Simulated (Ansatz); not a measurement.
GeSb₄Te₇ (P-3m1, No. 164, 12 atoms in the cell; start mp-29641) was calculated with LDA (Ansatz, a program for electronic structure, PAW).

Input file:

Ansatz 0.2 input:
```yaml
crystal:
  lattice:
    - [4.2588462583, 0.0, 0.0]
    - [-2.1294231291, 3.6882690505, 0.0]
    - [0.0, 0.0, 23.3472267069]
  atoms:
    - { symbol: Ge, position: [0.0, 0.0, 0.5] }
    - { symbol: Sb, position: [0.6666666667, 0.3333333333, 0.9157234544] }
    - { symbol: Sb, position: [0.3333333333, 0.6666666667, 0.0842765456] }
    - { symbol: Sb, position: [0.3333333333, 0.6666666667, 0.3436535428] }
    - { symbol: Sb, position: [0.6666666667, 0.3333333333, 0.6563464572] }
    - { symbol: Te, position: [0.3333333333, 0.6666666667, 0.8419986868] }
    - { symbol: Te, position: [0.6666666667, 0.3333333333, 0.1580013132] }
    - { symbol: Te, position: [0.0, 0.0, 0.7298543831] }
    - { symbol: Te, position: [0.0, 0.0, 0.2701456169] }
    - { symbol: Te, position: [0.6666666667, 0.3333333333, 0.4288344654] }
    - { symbol: Te, position: [0.3333333333, 0.6666666667, 0.5711655346] }
    - { symbol: Te, position: [0.0, 0.0, 0.0] }
basis:
  ecutwfc: 520
  ecutrho_ratio: 4
  xc_grid: 2
kpoints:
  mp_grid: { grid: [12, 12, 2] }
  band_path:
    path:
      - [0.0, 0.0, 0.0]
      - [0.0625, 0.0, 0.0]
      - [0.125, 0.0, 0.0]
      - [0.1875, 0.0, 0.0]
      - [0.25, 0.0, 0.0]
      - [0.3125, 0.0, 0.0]
      - [0.375, 0.0, 0.0]
      - [0.4375, 0.0, 0.0]
      - [0.5, 0.0, 0.0]
      - [0.458333, 0.083333, 0.0]
      - [0.416667, 0.166667, 0.0]
      - [0.375, 0.25, 0.0]
      - [0.333333, 0.333333, 0.0]
      - [0.296296, 0.296296, 0.0]
      - [0.259259, 0.259259, 0.0]
      - [0.222222, 0.222222, 0.0]
      - [0.185185, 0.185185, 0.0]
      - [0.148148, 0.148148, 0.0]
      - [0.111111, 0.111111, 0.0]
      - [0.074074, 0.074074, 0.0]
      - [0.037037, 0.037037, 0.0]
      - [0.0, 0.0, 0.5]
      - [0.0625, 0.0, 0.5]
      - [0.125, 0.0, 0.5]
      - [0.1875, 0.0, 0.5]
      - [0.25, 0.0, 0.5]
      - [0.3125, 0.0, 0.5]
      - [0.375, 0.0, 0.5]
      - [0.4375, 0.0, 0.5]
      - [0.5, 0.0, 0.5]
      - [0.458333, 0.083333, 0.5]
      - [0.416667, 0.166667, 0.5]
      - [0.375, 0.25, 0.5]
      - [0.333333, 0.333333, 0.5]
      - [0.296296, 0.296296, 0.5]
      - [0.259259, 0.259259, 0.5]
      - [0.222222, 0.222222, 0.5]
      - [0.185185, 0.185185, 0.5]
      - [0.148148, 0.148148, 0.5]
      - [0.111111, 0.111111, 0.5]
      - [0.074074, 0.074074, 0.5]
      - [0.037037, 0.037037, 0.5]
    npoints: 1
hamiltonian:
  xc: lda
  dispersion: none
  pseudopotentials: { kind: paw }
scf:
  occupations: { method: fermi_dirac, width: 0.01 }
  convergence: { dr2_threshold: 0.0000000012 }
output:
  forces: true
  stress: true
  eigenvalues: true
  write_bands: true
```

### Question
How many irreducible k-points, plane waves at Γ does the program set up, and what pressure does the run end with?

### Answer
38 irreducible k-points, 9825 plane waves at Γ; P = -1.37 GPa, so the cell is stretched on average and its volume would shrink at this level.

The run printed, among other lines:

```
Crystal: 12 atoms, lattice volume = 366.733 Å³
Basis set: ecut = 520 eV, 9825 PW (Γ), exchange–correlation on 64×64×360 points (8 copies of the dense FFT grid, shifted against one another)
Bands: 112, of which v1, the nominal top of the filled ones, is band 93 counted from 1 (92 counted from 0)
Symmetry: 12 space group operations
Space group: P-3m1 (ITA 164), of the structure as read, at distance tolerance 7.2e-5 Å
k-points: 38 of 288
Functional: x = slater, c = lda
SCF iter   1: F=—  HF=-77350.761711 eV  |F-HF|=—  |Δ(HF+E_count)|=         —  Δρ=5.36e-3  dr2=1.51e-1
SCF iter   2: F=—  HF=-77350.764184 eV  |F-HF|=—  |Δ(HF+E_count)|=   2.47e-3  Δρ=2.82e-3  dr2=5.71e-1
  ...
SCF iter   9: F=—  HF=-77350.726292 eV  |F-HF|=—  |Δ(HF+E_count)|=   1.62e-9  Δρ=7.67e-7  dr2=4.33e-9
SCF iter  10: F=-77350.726292 eV  HF=-77350.726292 eV  |F-HF|=4.37e-11  |Δ(HF+E_count)|=  2.18e-10  Δρ=1.52e-7  dr2=1.52e-10
SCF 1 converged in 10 iterations: F = -77350.726292 eV  dr2 = 1.52e-10
SCF converged after 10 iterations
Free energy (F): -77350.726292 eV
Internal energy: -77350.726233 eV  (E = F + TS)
E sigma→0 (E₀):  -77350.726263 eV
Fermi energy:    9.593516 eV
--- Forces (eV/Å), atoms counted from 1 ---
  atom   1  Ge     0.00000000    -0.00000000     0.00000000
  atom   2  Sb    -0.00000000     0.00000000    -0.06083510
  atom   3  Sb     0.00000000    -0.00000000     0.06083510
  atom   4  Sb     0.00000000     0.00000000    -0.06065757
  atom   5  Sb    -0.00000000    -0.00000000     0.06065757
  atom   6  Te    -0.00000000    -0.00000000     0.13303119
  atom   7  Te     0.00000000     0.00000000    -0.13303119
  atom   8  Te     0.00000000     0.00000000    -0.13512044
  atom   9  Te    -0.00000000    -0.00000000     0.13512044
  atom  10  Te     0.00000000    -0.00000000     0.01094775
  atom  11  Te    -0.00000000     0.00000000    -0.01094775
  atom  12  Te     0.00000000    -0.00000000     0.00000000
--- Stress (GPa, compression-positive) ---
       -1.285906      -0.000000      -0.000000
       -0.000000      -1.285906       0.000000
       -0.000000       0.000000      -1.528929
  P = ⅓ Tr σ = -1.3669 GPa (-13.669 kbar)
```

The PAW data were made under PBE.

Note: cell and atoms aren't relaxed at this level (largest force component 0.14 eV/Å, pressure -1.4 GPa).

It cost roughly 2.7 core-minutes of CPU time.

A start named mp-… is a Materials Project structure, which need not be a measured phase.
